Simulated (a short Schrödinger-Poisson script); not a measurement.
System: gated Al0.33Ga0.67As/GaAs δ-doped gas in a quantum well, at 20 K.

| layer | material | thickness (nm) | Na (cm⁻³) |
|---|---|---|---|
| 1 | Al0.33Ga0.67As | 20 | - |
| 2 | Al0.33Ga0.67As | 5 | - |
| 3 | GaAs | 20 | - |
| 4 | Al0.33Ga0.67As | 4000 | 1e14 |

The device is made up for the run: typed textbook-type constants, with dimensions and the other settings drawn at random. Al0.33Ga0.67As: permittivity 11.96, conduction-band edge (eV) 0.261, gap (eV) 1.836, electron mass (mₑ) 0.0944, Nv at 300 K (cm⁻³) 9e18. GaAs: permittivity 12.9, conduction-band edge (eV) 0, gap (eV) 1.424, Nv at 300 K (cm⁻³) 9e18.

Channel valleys (confinement mass, in-plane density-of-states mass, number): Γ 0.067, 0.067, 1. At the gate the conduction-band edge of layer 1 lies 1.01 eV − eVg above the Fermi level of the channel; the field vanishes at the back. Sheet of ionised δ-doping: +2.7e12 e/cm² at 20 nm from the gate. The barrier under the gate holds no holes. Gaps are held at their typed values at every temperature. Mesh 0.08 nm at interfaces.

From a short Schrödinger-Poisson script (our own, NumPy): 1D Poisson equation in equilibrium, electrons quantum, Hartree plus LDA exchange-correlation (BenDaniel-Duke, 40 states a valley, the channel's in-plane mass for all, wave functions free to enter the barrier), parabolic valleys, classical holes, full ionisation, no traps, pinning or gate leakage.

The same stack at other levels of the model or other numerical settings:

```tsv
run	sheet density of all electrons at Vg = 0.5 V (cm⁻²)	sheet density of all electrons at Vg = 0 V (cm⁻²)	capacitance at Vg = 0.5 V (μF/cm²)	centroid of the channel electrons at Vg = 0.5 V (nm)	rough cost against the base
base	1.18e12	8.48e10	0.368	5.27	about 1
electrons treated as classical, Boltzmann	1.42e12	1.18e11	0.420	0.55	0.01
electrons treated as classical, Fermi-Dirac	1.19e12	9.58e10	0.360	4.88	0.06
electrons treated as quantum, Hartree	1.15e12	7.46e10	0.365	5.55	about 1
mesh six times as coarse	1.18e12	8.47e10	0.368	5.24	0.3
one subband a valley	1.18e12	8.48e10	0.362	5.11	0.2
```

The classical rows ignore confinement, and Boltzmann statistics overrate the density once the band edge passes the Fermi level.
